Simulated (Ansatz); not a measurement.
## Response to strain in Ir

The parent structure is Ir in the fcc (Cu type) structure (space group Fm-3m, No. 225; a = 3.8450 Å; relaxed with 0.1 eV smearing). Axes: x, y, z lie along the cube axes.

Strains are applied to the cell and any free atomic positions relax.

Calculations: plane-wave PAW DFT at the r2SCAN level (Ansatz, an electronic-structure program, 500 eV), spin-orbit coupling left out.

Notes on the quantities. energy relative to the base: free energy F.

| uniaxial strain ε_zz (%) | energy relative to the base (meV/atom) |
|---|---|
| -3 | 26.9 |
| -2.5 | 18.5 |
| -2 | 11.7 |
| -1.5 | 6.5 |
| -1 | ? |
| -0.5 | 0.7 |
| 0 | 0.0 |

### Question
Fit ΔE = Aε² + Bε³ (ε in %) to the rows shown and predict the withheld row.

### Answer
Least squares on the printed values gives A = 2.80 and B = -0.064 meV/atom (largest residual 0.0 meV/atom); this predicts 2.9 meV/atom, and the run gives 2.9 meV/atom, in agreement.

Whether these cells are dynamically stable was not tested. All final runs are without spin polarisation.
